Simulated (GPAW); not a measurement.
Band structure of As (R-3m, 2 atoms in the cell).

```
CELL_PARAMETERS angstrom
      1.87741     1.08392     3.70434
     -1.87741     1.08392     3.70434
      0.00000    -2.16785     3.70434
ATOMIC_POSITIONS crystal
  As 0.22443 0.22443 0.22443
  As 0.77557 0.77557 0.77557
```

Method: PBE, GPAW PAW datasets PBE (gpaw-data 1.0.1) (plane waves; GPAW 25.7.0).

Settings: mode = pw; ecut = 600 eV; xc = PBE; kpts = 11 11 11; mesh shift (steps) = 0 0 0; occupations.name = fermi-dirac; occupations.width = 0.1 eV; nbands = -10; symmetry.symmorphic = false; symmetry.tolerance = 0.0005; maxiter = 150; bandpath_npoints = 40.

The starting cell comes from a database of computed structures (which also holds hypothetical and non-ambient phases and stackings), without a prior relaxation at this level.

Levels in eV from the Fermi level, bands 2 to 9:
| point | 2 | 3 | 4 | 5 | 6 | 7 | 8 | 9 |
|---|---|---|---|---|---|---|---|---|
| Γ | -6.32 | -2.77 | -1.97 | -1.97 | 1.30 | 2.62 | 2.62 | 7.11 |
| L | -10.98 | -3.22 | -3.01 | -0.72 | -0.39 | 0.27 | 1.58 | 8.17 |
| Z | -9.80 | -1.77 | -1.77 | -0.59 | 0.98 | 0.98 | 1.73 | 7.63 |
| F | -9.92 | -5.76 | -4.15 | -3.97 | 1.35 | 4.93 | 6.44 | 6.65 |
| P1 | -10.17 | -5.92 | -3.68 | -3.04 | 1.79 | 3.67 | 5.52 | 5.95 |
| P | -10.17 | -5.92 | -3.68 | -3.04 | 1.79 | 3.67 | 5.52 | 5.95 |

Bands cross the Fermi level along this path, so the cell is metallic at this level.
